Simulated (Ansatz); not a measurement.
System: cubic perovskite BaZrO3. Method: PBE (PAW; Ansatz, an electronic-structure program).

Run with plane-wave cutoff 520 eV, 6×6×6 k mesh, perturbation theory, scalar-relativistic PAW data made under PBE.

Computed at the level's own relaxed cell.

Harmonic phonon frequencies (cm⁻¹; i marks an imaginary mode; at Γ without the LO shift):

```
q point                                                frequencies
-------  ---------------------------------------------------------
Γ               0 0 0 87 87 87 181 181 181 186 186 186 471 471 471
X        74 74 113 113 126 188 188 210 222 255 255 417 455 455 689
M          57 75 75 75 134 197 197 265 265 336 336 393 436 513 739
R         51i 51i 51i 92 92 92 292 292 292 354 354 354 502 502 769
```

Imaginary modes appear, so the structure is dynamically unstable at this level.

Note: the run finds an imaginary mode (51i cm⁻¹), so the cell is a saddle point at this level.
